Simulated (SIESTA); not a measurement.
Band structure of a sheet of PtSe2 (3 atoms in the cell).

```
PtSe2
1.0
    3.60789     0.00000     0.00000
   -1.80394     3.12452     0.00000
    0.00000     0.00000    16.98204
Pt Se
1 2
Direct
  0.00000   0.00000   0.50000
  0.33333   0.66667   0.58780
  0.66667   0.33333   0.41220
```

Method of the run: GGA PBE, numerical atomic orbitals TZP, PseudoDojo PBE standard norm-conserving potentials (rewritten from UPF to PSML) run with SIESTA.

Settings: XC.functional = GGA; XC.authors = PBE; potentials = PseudoDojo PBE standard; PAO.BasisSize = TZP; PAO.EnergyShift = 0.01 Ry; MeshCutoff = 300 Ry; kgrid.MonkhorstPack = 7 7 1; OccupationFunction = MP; OccupationMPOrder = 0; ElectronicTemperature = 0.1 eV; MaxSCFIterations = 150; SCF.Mixer.Method = Pulay; SCF.Mixer.Weight = 0.2; SCF.Mixer.History = 6.

The starting cell was generated: these elements placed on a structure prototype, without a prior relaxation; it need not be a known phase or ordering of this composition. Its lattice was rescaled in the plane by a random factor within 2.5 % of one. Spin-orbit coupling is off. Values carry the incompleteness of an atom-centred basis.

Question: Predict the gap along the standard path and the places of the band edges.

Answer: The gap along the path is 0.87 eV, from a point between Γ and M to a point between K and Γ; the smallest direct gap on it is 1.19 eV.

Levels in eV from the top of the valence band on the path, bands 22 to 26:
```csv
point,22,23,24,25,26
Γ,-1.96,-1.30,0.00,0.00,2.37
M,-2.36,-2.03,-1.87,-1.60,1.91
K,-2.89,-2.49,-1.22,-1.22,1.26
```

Higher empty bands are left out: an atom-centred basis made for the valence describes them poorly.
